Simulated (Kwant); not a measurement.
Device: π system C=C1C=CC=C1 between two chain leads. The π system is taken as planar. Atoms are numbered from 0 in the order of the SMILES. Site energies (eV, carbon 0): [0.0, 0.0, 0.0, 0.0, 0.0, 0.0]. Bonds (i, j, β in eV): (0,1,-2.4) (1,2,-2.4) (2,3,-2.4) (3,4,-2.4) (4,5,-2.4) (5,1,-2.4). Leads: chains of hopping −3.6 eV, joined by −1.2 eV to atoms 2 and 3.

Site energies and bond integrals are typed Hückel values.

Kwant, Hückel tight-binding model, one pz orbital an atom, one spin, coherent transport at 0 K. Conductance is in e²/h.

Sweep values stay those of the base run.

Base results: mean G (e²/h) over the sweep 0.12; transmission at E = 0 0.11.

**Question.** What follows from this one change: contacts moved from atoms [2, 3] to [2, 5]?

**Answer.** mean G over the sweep 0.12 → 0.17 e²/h; transmission at E = 0 little changed (0.11).

**Question.** What follows from this one change: contacts moved from atoms [2, 3] to [0, 2]?

**Answer.** mean G over the sweep 0.12 → 0.073 e²/h; transmission at E = 0 0.11 → 0.095.
